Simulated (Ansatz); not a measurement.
The parent structure is NiSi (space group Pnma, No. 62; a = 5.105 Å, b = 3.360 Å, c = 5.504 Å; non-magnetic). Axes: x, y, z lie along a, b, c of the conventional cell.

Method: PBEsol, PAW, 420 eV (Ansatz, a program for electronic structure; no spin-orbit coupling).

Base values:

* **Pressure**: 0.0 GPa
* **Shortest interatomic distance**: 2.264 Å
* **Band gap**: zero

Now apply this change: biaxial strain +0.98 %, plane normal [001], relaxed out of plane (Cartesian); in-plane vectors clamped, the third vector and the atoms free.

Estimate the effect on the pressure, shortest interatomic distance and band gap.

The pressure (mean of the normal stresses, compression positive) goes from zero to -1.9 GPa; the shortest interatomic distance goes up by 0.007 Å (2.264 Å → 2.271 Å); the band gap remains zero.

Stability against distortions was not tested. Seeded moments were not kept for the base. The final runs are not spin-polarised.
